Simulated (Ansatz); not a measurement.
The parent structure is Re in the diamond structure (space group Fd-3m, No. 227; a = 5.594 Å; a hypothetical phase, not in the database extracts checked; relaxed with 0.1 eV smearing). Axes: x, y, z lie along the cube axes.

All numbers come from PBEsol (Ansatz, an electronic-structure program; PAW; 420 eV plane waves; scalar-relativistic without spin-orbit coupling).

A first run, uniaxial strain ε_zz = −1.69 %, gives secant values C11 ≈ 210 GPa and C12 ≈ 190 GPa from its stress. A second run applies isotropic strain +2.99 %.

Problem. What does linear elasticity predict for the bulk modulus −ΔP/(ΔV/V₀) in the second run, and what does the run give?

Solution. Linear elasticity: (C11 + 2 C12)/3 = 200 GPa. The run gives 150 GPa; any difference comes from nonlinear terms at these strains and numerical noise.

Whether these cells are dynamically stable was not tested. All final runs are without spin polarisation.
